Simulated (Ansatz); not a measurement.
Band structure of Sc3Al (P6_3/mmc, 8 atoms in the cell).

```yaml
crystal:
  lattice:
    - [6.24132, 0.00000, 0.00000]
    - [-3.12066, 5.40514, 0.00000]
    - [0.00000, 0.00000, 5.02281]
  atoms:
    - { symbol: Sc, position: [0.82880, 0.17120, 0.75000], spin: 1.0 }
    - { symbol: Sc, position: [0.17120, 0.82880, 0.25000], spin: 1.0 }
    - { symbol: Sc, position: [0.65760, 0.82880, 0.25000], spin: 1.0 }
    - { symbol: Sc, position: [0.34240, 0.17120, 0.75000], spin: 1.0 }
    - { symbol: Sc, position: [0.82880, 0.65760, 0.75000], spin: 1.0 }
    - { symbol: Sc, position: [0.17120, 0.34240, 0.25000], spin: 1.0 }
    - { symbol: Al, position: [0.66667, 0.33333, 0.25000] }
    - { symbol: Al, position: [0.33333, 0.66667, 0.75000] }
```
(The spins are starting values, not results.)

Level of theory: PBEsol, PAW files made with PBE (plane waves; Ansatz, a first-principles code).

Settings: basis.ecutwfc = 420 eV; kpoints.mp_grid.grid = 3 3 3; hamiltonian.xc = pbesol; hamiltonian.pseudopotentials = {kind: paw} (the program's default PAW files); magnetization.spin_polarized = true; scf.occupations.method = gaussian; scf.occupations.width = 0.2 eV; kpoints.band_path.npoints = 8.

The starting cell comes from a database of computed structures (which also holds hypothetical and non-ambient phases and stackings), without a prior relaxation at this level. Its lattice was rescaled by a random factor within 2.5 % of one. The starting moments vanished: the run ended non-magnetic. The program warned that a starting moment was not kept.

Levels in eV from the Fermi level, bands 34 to 41 of the first spin channel:
```csv
point,34,35,36,37,38,39,40,41
Γ,-0.49,-0.49,-0.21,-0.21,-0.21,-0.17,0.21,1.29
M,-0.40,-0.37,-0.09,-0.05,0.20,0.24,1.07,1.10
K,-0.54,-0.10,-0.10,0.01,0.39,0.39,0.92,1.10
A,-0.38,-0.38,-0.38,-0.27,-0.27,0.44,0.44,0.94
L,-0.86,0.31,0.31,0.50,0.50,0.60,0.60,0.75
H,-0.71,0.14,0.14,0.32,0.32,0.52,0.52,1.17
```

Bands cross the Fermi level along this path, so the cell is metallic at this level.

The net moment of the cell came out as 0.00 μB.

Keys are those of Ansatz 0.2.
